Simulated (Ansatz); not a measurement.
Response to strain in HfO2

Consider HfO2 (space group P2_1/c, No. 14).

```
CELL_PARAMETERS angstrom
      5.11406     0.00000     0.00000
      0.00000     5.18158     0.00000
     -0.87114     0.00000     5.22313
ATOMIC_POSITIONS crystal
  Hf 0.27621 0.04185 0.20822
  Hf 0.72379 0.54185 0.29178
  Hf 0.72379 0.95815 0.79178
  Hf 0.27621 0.45815 0.70822
  O  0.07006 0.33377 0.34402
  O  0.92994 0.83377 0.15598
  O  0.92994 0.66623 0.65598
  O  0.07006 0.16623 0.84402
  O  0.44796 0.75767 0.47851
  O  0.55204 0.25767 0.02149
  O  0.55204 0.24233 0.52149
  O  0.44796 0.74233 0.97851
```

Cartesian axes are those of the cell as printed.

Strains are applied to the cell and any free atomic positions relax; under biaxial strain the out-of-plane vector relaxes too; under stress the whole cell relaxes.

All numbers come from r2SCAN (Ansatz, an electronic-structure program), spin-orbit coupling left out.

Notes on the quantities. pressure: mean of the normal stresses, compression positive.

```csv
case,band gap,smallest direct gap,shortest interatomic distance,pressure
base,4.59 eV,4.68 eV,2.041 Å,0.00 GPa
"biaxial strain −2.65 %, plane normal [001], relaxed out of plane",4.81 eV,4.87 eV,1.998 Å,7.87 GPa
"biaxial strain −0.47 %, plane normal [001], relaxed out of plane",4.61 eV,4.70 eV,2.033 Å,1.37 GPa
isotropic strain −2.89 %,4.97 eV,5.05 eV,1.997 Å,20.26 GPa
isotropic strain −0.52 %,4.61 eV,4.70 eV,2.036 Å,3.44 GPa
isotropic strain +0.84 %,4.59 eV,4.68 eV,2.051 Å,-5.25 GPa
uniaxial strain ε_yy = +2.53 %,4.57 eV,4.69 eV,2.064 Å,-5.97 GPa
"uniaxial stress, 5 GPa tension along z",4.68 eV,4.75 eV,2.030 Å,–
```

Spin-orbit coupling, missing from the scalar runs, can matter with Hf. Beyond what the load breaks, stability against distortions was not tested.
